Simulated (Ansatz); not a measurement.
Structures of equal composition on the (0001) surface of hcp Co, ferromagnetic: a pseudomorphic layer of Mn in the host's stacking; a pseudomorphic layer of Mn in the other hollow. The slabs share one bottom face, and each structure is named by its start. These are constructed structures in small cells; real faces may alloy, dewet or reconstruct in larger ones, and not all known structures of the face are among them. Slabs of about 10 Å, Fermi-Dirac smearing of 0.1 eV. Bottom of the slabs: a bare face, its two planes held. Relaxed from the named starts with such symmetry as they have, on meshes of like density; energies extrapolated to zero smearing; spin only where a row says so; no spin-orbit coupling, no U. Brackets mark spin-polarised runs, whose order is one that fits the cell. Where a second, spin-polarised start was run, the lower counts.

Level of theory: PBE (plane waves to 420 eV, PAW; Ansatz, an electronic-structure program).

### Question
Rank these by energy per 1x1 cell (lowest first), as PBE gives it.

### Answer
a pseudomorphic layer of Mn in the host's stacking (0.000 eV [spin, 8.4 μB a cell]), a pseudomorphic layer of Mn in the other hollow (0.047 eV [spin, 8.4 μB a cell])
